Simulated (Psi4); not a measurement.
Psi4 1.11, WB97X/def2-svp: [C]#CC(F)(F)F, charge +1, multiplicity 1, 6 atoms. The geometry is a generated start, not checked to be a minimum at this level.

```
Quantity                                             Value
--------------------------  ------------------------------
task                                                energy
method                                               wb97x
basis                                             def2-svp
memory                                                3 GB
maxiter                                                100
keys of the molecule block                     symmetry c1
scf_type                                      df (default)
guess                       auto, which took SAD (default)
scf_initial_accelerator                    adiis (default)
e_convergence                              1e-06 (default)
d_convergence                              1e-06 (default)
dft_radial_points                             75 (default)
dft_spherical_points                         302 (default)
basis functions                                         84
grid points                                         128548
```

```xyz
6

C      2.2216     0.0077     0.0463
C      1.0484     0.0103     0.0278
C     -0.5596    -0.0030    -0.0119
F     -0.8779    -0.9856    -0.7882
F     -0.9330    -0.1801     1.2118
F     -0.8995     1.1505    -0.4859
```

Charge 1 and multiplicity 1 are set for this test and not shown to be the ground state.

One run each on 2 threads. Values of diis_max_vecs tried: 3, 6, 10 (default), 20.

Q: Which value of diis_max_vecs needs the fewest SCF iterations, and what happens away from it?

A: Fewest SCF iterations, within one of each other: 10 (default) with 14, 20 with 15. The count rises to 17 at 6. The run ends without SCF convergence in 100 iterations at 3.

```
diis_max_vecs  SCF iterations             end
-------------  --------------  --------------
3                         100  no convergence
6                          17   same solution
10 (default)               14   same solution
20                         15   same solution
```
